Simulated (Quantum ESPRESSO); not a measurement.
A self-consistent single point of HfMg14Nb (Amm2, 16 atoms in the cell) with Quantum ESPRESSO.

Method of the run: LDA (PZ), GBRV 1.5 ultrasoft (LDA) pseudopotentials (plane waves; Quantum ESPRESSO).

```yaml
crystal:
  lattice:
    - [9.96975, 0.00000, 0.00000]
    - [0.00000, 3.01854, 5.51660]
    - [0.00000, -3.01854, 5.51660]
  atoms:
    - { symbol: Mg, position: [0.00000, 0.16761, 0.16761] }
    - { symbol: Mg, position: [0.00000, 0.66714, 0.66714] }
    - { symbol: Mg, position: [0.50000, 0.16776, 0.67060] }
    - { symbol: Mg, position: [0.50000, 0.67060, 0.16776] }
    - { symbol: Mg, position: [0.00000, 0.16796, 0.66690] }
    - { symbol: Mg, position: [0.00000, 0.66690, 0.16796] }
    - { symbol: Mg, position: [0.25414, 0.33037, 0.83739] }
    - { symbol: Mg, position: [0.74586, 0.83739, 0.33037] }
    - { symbol: Mg, position: [0.74586, 0.33037, 0.83739] }
    - { symbol: Mg, position: [0.25414, 0.83739, 0.33037] }
    - { symbol: Mg, position: [0.25636, 0.32832, 0.32832] }
    - { symbol: Mg, position: [0.74364, 0.32832, 0.32832] }
    - { symbol: Mg, position: [0.25094, 0.83095, 0.83095] }
    - { symbol: Mg, position: [0.74906, 0.83095, 0.83095] }
    - { symbol: Hf, position: [0.50000, 0.66887, 0.66887] }
    - { symbol: Nb, position: [0.50000, 0.16906, 0.16906] }
```

Reference input (self-consistent single point, DFT, LDA (PZ), plane waves, GBRV 1.5 ultrasoft (LDA) pseudopotentials): ecutwfc = 40 Ry; ecutrho = 320 Ry; occupations = smearing; smearing = gaussian; degauss = 0.0073499 Ry; potentials = {Mg: mg_lda_v1.4.uspp.F.UPF, Hf: hf_lda_v1.uspp.F.UPF, Nb: nb_lda_v1.uspp.F.UPF}; K_POINTS = automatic 2 4 4 0 0 0; conv_thr = 1e-09 Ry. This run's input differs from it in these lines:

```diff
@@ -12,4 +12,4 @@
  ntyp = 3
- ecutwfc = 40
- ecutrho = 320
+ ecutwfc = 20
+ ecutrho = 160
  occupations = 'smearing'
```

The program printed (abridged):

```
     Self-consistent Calculation

     iteration #  1     ecut=    20.00 Ry     beta= 0.70

     negative rho (up, down):  9.648E-02 0.000E+00

     total energy              =   -2004.68261268 Ry
     estimated scf accuracy    <      25.44660814 Ry

     iteration #  2     ecut=    20.00 Ry     beta= 0.70

     negative rho (up, down):  8.657E-02 0.000E+00

     total energy              =   -1993.16712079 Ry
     estimated scf accuracy    <     304.02855554 Ry

     iteration #  3     ecut=    20.00 Ry     beta= 0.70

     negative rho (up, down):  9.171E-02 0.000E+00

     total energy              =   -2018.28691011 Ry
     estimated scf accuracy    <      11.47003627 Ry

   [... 11 blocks of this kind left out ...]

     iteration # 15     ecut=    20.00 Ry     beta= 0.70

     negative rho (up, down):  1.044E-01 0.000E+00

     total energy              =   -2020.99296514 Ry
     estimated scf accuracy    <          1.4E-09 Ry

     iteration # 16     ecut=    20.00 Ry     beta= 0.70

     negative rho (up, down):  1.044E-01 0.000E+00
     End of self-consistent calculation

     the Fermi energy is     7.0067 ev

!    total energy              =   -2020.99296514 Ry
     estimated scf accuracy    <          1.2E-10 Ry
     smearing contrib. (-TS)   =      -0.00350057 Ry
     internal energy E=F+TS    =   -2020.98946457 Ry

     convergence has been achieved in  16 iterations

     negative rho (up, down):  1.044E-01 0.000E+00

     Forces acting on atoms (cartesian axes, Ry/au):

     atom    1 type  1   force =     0.00000000   -0.00000000    0.00039172
     atom    2 type  1   force =     0.00000000    0.00000000    0.00016293
     atom    3 type  1   force =     0.00000000   -0.00036681    0.00306195
     atom    4 type  1   force =     0.00000000    0.00036681    0.00306195
     atom    5 type  1   force =     0.00000000    0.00042516    0.00132907
   [... lines left out ...]
     Total force =     0.008484     Total SCF correction =     0.000051
   [... lines left out ...]

     negative rho (up, down):  1.044E-01 0.000E+00
          total   stress  (Ry/bohr**3)                   (kbar)     P=    -1930.47
  -0.01309163   0.00000000   0.00000000        -1925.85        0.00        0.00
   0.00000000  -0.01312548  -0.00000000            0.00    -1930.83       -0.00
   0.00000000  -0.00000000  -0.01315201            0.00       -0.00    -1934.73

   JOB DONE.
```

The run converged in 16 iterations. Against the reference run the free energy goes up by 5.47 eV/atom, the pressure goes from -0.26 to -193.0 GPa and the largest force goes from 0.100 to 0.080 eV/Å.

The starting cell comes from a database of computed structures (which also holds hypothetical and non-ambient phases and stackings), without a prior relaxation at this level. Its lattice was rescaled by a random factor within 2.5 % of one. Spin polarisation is off. At the lowered cutoff the pressure carries the error of an incomplete plane-wave basis.

Cost on one core of a shared machine: roughly 6 min.
